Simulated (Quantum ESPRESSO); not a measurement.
Troubleshooting Quantum ESPRESSO: a failed run on a sheet of PbI2 (3 atoms in the cell). The aim is a zone-centre phonon calculation with DFT, PBEsol, plane waves, PseudoDojo standard norm-conserving (PBESOL) pseudopotentials.

The self-consistent step had converged with these keywords: prefix = pbi2; ecutwfc = 70 Ry; occupations = smearing; smearing = cold; degauss = 0.019992 Ry; potentials = {Pb: Pb.upf, I: I.upf}; K_POINTS = automatic 6 6 1 0 0 0; conv_thr = 1e-10 Ry; mixing_beta = 0.3. The next shown step is ph.x.

The input file:

```fortran
phonons at the zone centre
&INPUTPH
   prefix = 'pwscf',
   outdir = './out',
   tr2_ph = 1.0d-14,
   fildyn = 'dyn.G',
/
0.0 0.0 0.0
```

The program printed (abridged):

```
     Reading xml data from directory:

     ./out/pwscf.save/
     Message from routine qexsd_readschema :
     xml data file ./out/pwscf.save/data-file-schema.xml not found

 %%%%%%%%%%%%%%%%%%%%%%%%%%%%%%%%%%%%%%%%%%%%%%%%%%%%%%%%%%%%%%%%%%%%%%%%%%%%%%
     Error in routine read_xml_file (1):
     fatal error reading xml file
 %%%%%%%%%%%%%%%%%%%%%%%%%%%%%%%%%%%%%%%%%%%%%%%%%%%%%%%%%%%%%%%%%%%%%%%%%%%%%%

     stopping ...
```

From the messages shown, name the fault and mend the input.

The fault is another prefix in a later step of the chain. A later step finds the saved data by prefix and folder. To fix it, use one prefix throughout. The program stopped in the step ph.x before computing anything there.

On the sound input: the starting cell was generated: these elements placed on a structure prototype, without a prior relaxation; it need not be a known phase or ordering of this composition. Its lattice was rescaled in the plane by a random factor within 2.5 % of one.
